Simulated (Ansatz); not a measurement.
**Ag: response to strain**

Base system: Ag in the fcc (Cu type) structure (space group Fm-3m, No. 225; a = 4.104 Å; relaxed with 0.1 eV smearing). Axes: x, y, z lie along the cube axes.

Strains are applied to the cell and any free atomic positions relax.

The values are results of plane-wave PAW DFT at the r2SCAN level (Ansatz, a first-principles code, 500 eV), no spin-orbit coupling, not measurements.

Notes on the quantities. energy relative to the base: free energy F.

```tsv
uniaxial strain ε_zz (%)	energy relative to the base (meV/atom)
-3	6.4
-2.5	4.4
-2	2.8
-1.5	?
-1	0.7
-0.5	0.2
0	0.0
```

Fit ΔE = Aε² + Bε³ (ε in %) to the rows shown and predict the withheld row.

Least squares on the printed values gives A = 0.680 and B = -0.010 meV/atom (largest residual 0.0 meV/atom); this predicts 1.6 meV/atom, and the run gives 1.6 meV/atom, in agreement.

Stability against distortions was not tested.
